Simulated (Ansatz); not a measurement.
CsSnI3 (P4/mbm, No. 127, 10 atoms in the cell; start mp-616378; high-temperature phase) was calculated with PBE0 (Ansatz, a program for electronic structure, PAW).

Input file:

Ansatz 0.2 input:
```yaml
crystal:
  lattice:
    - [8.5370763245, 0.0, 0.0]
    - [0.0, 8.5370763245, 0.0]
    - [0.0, 0.0, 6.2207072318]
  atoms:
    - { symbol: Cs, position: [0.0, 0.5, 0.0] }
    - { symbol: Cs, position: [0.5, 0.0, 0.0] }
    - { symbol: Sn, position: [0.5, 0.5, 0.5] }
    - { symbol: Sn, position: [0.0, 0.0, 0.5] }
    - { symbol: I, position: [0.8053813605, 0.6946186395, 0.5] }
    - { symbol: I, position: [0.1946186395, 0.3053813605, 0.5] }
    - { symbol: I, position: [0.3053813605, 0.8053813605, 0.5] }
    - { symbol: I, position: [0.6946186395, 0.1946186395, 0.5] }
    - { symbol: I, position: [0.5, 0.5, 0.0] }
    - { symbol: I, position: [0.0, 0.0, 0.0] }
basis:
  ecutwfc: 460
  ecutrho_ratio: 4
  xc_grid: 2
kpoints:
  mp_grid: { grid: [4, 4, 4] }
hamiltonian:
  xc: pbe0
  dispersion: none
  pseudopotentials: { azcp: { folder: ./paw }, kind: paw }
scf:
  occupations: { method: fermi_dirac, width: 0.01 }
  convergence: { dr2_threshold: 0.000000001 }
output:
  forces: true
  stress: true
  eigenvalues: true
```

### Question
How many irreducible k-points, plane waves at Γ does the program set up, and what pressure does the run end with?

### Answer
18 irreducible k-points, 10173 plane waves at Γ; P = 1.07 GPa, so the cell is compressed on average and its volume would grow at this level.

Output (set-up and result lines):

```
WARN output.stress: scf.exx.energy_threshold = 1e-6 eV is looser than the 1e-7 eV advised for a stress under a hybrid functional (1e-8 eV for each atom of the …
Crystal: 10 atoms, lattice volume = 453.376 Å³
Basis set: ecut = 460 eV, 10173 PW (Γ), exchange–correlation on 120×120×90 points (8 copies of the dense FFT grid, shifted against one another)
Bands: 89, of which v1, the nominal top of the filled ones, is band 74 counted from 1 (73 counted from 0)
Symmetry: 16 space group operations
Space group: P4/mbm (ITA 127), of the structure as read, at distance tolerance 7.7e-5 Å
k-points: 18 of 64
Initial density: superposition of atomic densities (chi_scale 0.1, normalization cell, long waves kept (reshape's long-wave potential 0.00 eV rms))
Functional: x = pbe(κ = 0.804, μ = 0.2195149727645171), c = pbe(β = 0.06672455060314922), warm-up for x = 0.75 pbe(κ = 0.804, μ = 0.2195149727645171) + 0.25 exact, c = pbe(β = 0.06672455060314922)
SCF iter   1: F=—  HF=-68480.663892 eV  |F-HF|=—  |Δ(HF+E_count)|=         —  Δρ=2.57e-2  dr2=6.68e0
SCF iter   2: F=—  HF=-68477.976304 eV  |F-HF|=—  |Δ(HF+E_count)|=    2.69e0  Δρ=7.20e-3  dr2=3.66e-1
  ...
Crystal: 10 atoms, lattice volume = 453.376 Å³
Initial density: handed on by an earlier stage of this run
Functional: x = 0.75 pbe(κ = 0.804, μ = 0.2195149727645171) + 0.25 exact, c = pbe(β = 0.06672455060314922)
Crystal: 10 atoms, lattice volume = 453.376 Å³
SCF iter   4: F=—  HF=-68515.548622 eV  |F-HF|=—  |Δ(HF+E_count)|=   2.03e-8  Δρ=2.46e-6  dr2=1.51e-8
SCF iter   5: F=—  HF=-68515.548622 eV  |F-HF|=—  |Δ(HF+E_count)|=   3.65e-8  Δρ=8.02e-7  dr2=2.36e-9
SCF 3 converged in 6 iterations: F = -68515.548622 eV  dr2 = 1.69e-10
Free energy (F): -68515.548622 eV
Internal energy: -68515.548622 eV  (E = F + TS)
E sigma→0 (E₀):  -68515.548622 eV
Fermi energy:    5.935640 eV
--- Forces (eV/Å), atoms counted from 1 ---
  atom   1  Cs    -0.00000000     0.00000000     0.00000000
  atom   2  Cs    -0.00000000     0.00000000     0.00000000
  atom   3  Sn     0.00000000     0.00000000     0.00000000
  atom   4  Sn     0.00000000    -0.00000000     0.00000000
  atom   5  I      0.01022650    -0.01022650     0.00000000
  atom   6  I     -0.01022650     0.01022650     0.00000000
  atom   7  I      0.01022650     0.01022650     0.00000000
  atom   8  I     -0.01022650    -0.01022650     0.00000000
  atom   9  I     -0.00000000     0.00000000     0.00000000
  atom  10  I     -0.00000000    -0.00000000     0.00000000
--- Stress (GPa, compression-positive) ---
        0.998488       0.000000       0.000000
        0.000000       0.998488       0.000000
        0.000000       0.000000       1.220457
  P = ⅓ Tr σ = 1.0725 GPa (10.725 kbar)
```

The PAW data were made under PBE.

Note: held by symmetry at 0 K, a high-temperature phase can be a saddle point. Note: cell and atoms aren't relaxed at this level (pressure 1.1 GPa).

It cost very roughly 30 core-minutes of CPU time.

A start named mp-… is a Materials Project structure, which need not be a measured phase.
